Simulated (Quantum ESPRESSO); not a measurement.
Input and output of a self-consistent single point for Zr (P6_3/mmc, 4 atoms in the cell) (Quantum ESPRESSO).

Method of the run: LDA (PZ), GBRV 1.5 ultrasoft (LDA) pseudopotentials (plane waves; Quantum ESPRESSO 7.5).

```yaml
crystal:
  lattice:
    - [3.18530, 0.00000, 0.00000]
    - [-1.59265, 2.75855, 0.00000]
    - [0.00000, 0.00000, 10.24871]
  atoms:
    - { symbol: Zr, position: [0.00000, 0.00000, 0.00000] }
    - { symbol: Zr, position: [0.00000, 0.00000, 0.50000] }
    - { symbol: Zr, position: [0.33333, 0.66667, 0.25000] }
    - { symbol: Zr, position: [0.66667, 0.33333, 0.75000] }
```

Reference input (self-consistent single point, DFT, LDA (PZ), plane waves, GBRV 1.5 ultrasoft (LDA) pseudopotentials): ecutwfc = 40 Ry; ecutrho = 320 Ry; occupations = smearing; smearing = gauss; degauss = 0.0147 Ry; potentials = {Zr: zr_lda_v1.uspp.F.UPF}; K_POINTS = automatic 10 10 3 0 0 0; conv_thr = 1e-11 Ry; mixing_beta = 0.5. This run's input differs from it in these lines:

```diff
@@ -18,3 +18,3 @@
    smearing = 'gauss',
-   degauss = 0.0147,
+   degauss = 0.02205,
 /
```

Log, with long lists cut:

```
     Self-consistent Calculation

     iteration #  1     ecut=    40.00 Ry     beta= 0.50

     Threshold (ethr) on eigenvalues was too large:
     Diagonalizing with lowered threshold

     negative rho (up, down):  2.477E-01 0.000E+00

     total energy              =    -397.17343402 Ry
     estimated scf accuracy    <       0.05761247 Ry

     iteration #  2     ecut=    40.00 Ry     beta= 0.50

     negative rho (up, down):  2.491E-01 0.000E+00

     total energy              =    -397.17235289 Ry
     estimated scf accuracy    <       0.01876487 Ry

     iteration #  3     ecut=    40.00 Ry     beta= 0.50

     negative rho (up, down):  2.500E-01 0.000E+00

     total energy              =    -397.16952005 Ry
     estimated scf accuracy    <       0.10485676 Ry

   [... 7 blocks of this kind left out ...]

     iteration # 11     ecut=    40.00 Ry     beta= 0.50

     negative rho (up, down):  2.506E-01 0.000E+00

     total energy              =    -397.17988330 Ry
     estimated scf accuracy    <          1.4E-10 Ry

     iteration # 12     ecut=    40.00 Ry     beta= 0.50

     negative rho (up, down):  2.506E-01 0.000E+00
     End of self-consistent calculation

     the Fermi energy is    14.3529 ev

!    total energy              =    -397.17988330 Ry
     estimated scf accuracy    <          2.9E-12 Ry
     smearing contrib. (-TS)   =      -0.01956997 Ry
     internal energy E=F+TS    =    -397.16031334 Ry

     convergence has been achieved in  12 iterations

     negative rho (up, down):  2.506E-01 0.000E+00

     Forces acting on atoms (cartesian axes, Ry/au):

     atom    1 type  1   force =     0.00000000    0.00000000    0.00000000
   [... zero for the other atoms too ...]

     Total force =     0.000000     Total SCF correction =     0.000000

     negative rho (up, down):  2.506E-01 0.000E+00
          total   stress  (Ry/bohr**3)                   (kbar)     P=      -30.53
  -0.00023046  -0.00000000   0.00000000          -33.90       -0.00        0.00
  -0.00000000  -0.00023046   0.00000000           -0.00      -33.90        0.00
   0.00000000   0.00000000  -0.00016170            0.00        0.00      -23.79

   JOB DONE.
```

The run converged in 12 iterations. Against the reference run the free energy goes down by 18.6 meV/atom and the pressure goes from -3.21 to -3.05 GPa.

The starting cell was generated: these elements placed on a structure prototype, without a prior relaxation; it need not be a known phase or ordering of this composition. Its lattice was rescaled by a random factor within 2.5 % of one. With a pressure of about -3 GPa the cell is away from its equilibrium volume at this level.

Cost on one core of a shared machine: roughly 60 s.
